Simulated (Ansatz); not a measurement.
The starting structures come from a database of crystals and need not be the phases stable at ambient conditions.

**Evanescent states of ScAlCO (P6_3mc, not sure to be the ambient phase, 8 atoms a cell, 11.6 Å³ an atom) along the normal of (110)**

Computed with r2SCAN (plane waves, PAW; Ansatz, a first-principles code).

The gap is the functional's own, uncorrected, and κ follows it; spin-orbit coupling is left out. Mid-gap values are interpolated between the computed energies.

Energies count from the valence-band top; κ is the least over a 6×4 mesh across the current.

| E (eV) | κ (1/Å) | where |
|---|---|---|
| 0.04 | 0.060 | Γ |
| 0.14 | 0.101 | Γ |
| 0.23 | 0.128 | Γ |
| 0.32 | 0.149 | Γ |
| 0.41 | 0.166 | Γ |
| 0.49 | 0.181 | Γ |
| 0.58 | 0.194 | Γ |
| 0.68 | 0.192 | Γ |
| 0.77 | 0.186 | Γ |
| 0.85 | 0.179 | Γ |
| 0.94 | 0.170 | Γ |
| 1.03 | 0.160 | Γ |
| 1.12 | 0.147 | Γ |
| 1.22 | 0.132 | Γ |
| 1.30 | 0.112 | Γ |
| 1.40 | 0.084 | Γ |
| 1.49 | 0.034 | Γ |

Question: How thick must the barrier be to attenuate the transmission by 10^8 when the electrodes' Fermi level lies at 1.40 eV, and what attenuation does that film give at 1.12 eV?

Answer: d = 8 ln 10 / (2 × 0.084) = 109.6 Å. At 1.12 eV it gives 8 × 0.147/0.084 = 14.0 decades.
